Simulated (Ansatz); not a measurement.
The parent structure is SnO in the litharge type structure (space group P4/nmm, No. 129; layered, stacked along the Cartesian z axis).

```cif
data_O2Sn2
_chemical_formula_sum 'Sn2 O2'
_space_group_name_H-M_alt 'P 1'
_space_group_IT_number 1
_cell_length_a 3.76899
_cell_length_b 3.76899
_cell_length_c 4.56019
_cell_angle_alpha 90.000
_cell_angle_beta 90.000
_cell_angle_gamma 90.000
loop_
_space_group_symop_operation_xyz
  'x, y, z'
loop_
_atom_site_label
_atom_site_type_symbol
_atom_site_fract_x
_atom_site_fract_y
_atom_site_fract_z
_atom_site_occupancy
Sn1 Sn 0.50000 0.00000 0.25342 1
Sn2 Sn 0.00000 0.50000 0.74658 1
O1 O 0.00000 0.00000 0.00000 1
O2 O 0.50000 0.50000 0.00000 1
```

Level of theory: Ansatz (a program for electronic structure) PBEsol-D3(BJ), no spin-orbit coupling, earlier PAW set.

| level | band gap |
|---|---|
| PBEsol-D3(BJ) | zero |

Task: What does experiment give, and how far off is each level?

Result: Measured: band gap 0.7 eV (temperature not stated; as listed in David Waroquiers et al., Physical Review B (2013)). Computed minus measured — band gap: PBEsol-D3(BJ) -0.70 eV. Measured values not marked as corrected hold thermal and zero-point effects that the static-lattice runs lack. A measured gap can be an optical one, lowered by exciton binding. Levels without spin-orbit coupling miss its effect on the gap.

Stability against distortions was not tested. All final runs are without spin polarisation. A zero or small gap of SnO can be the functional's error rather than a property of the material.
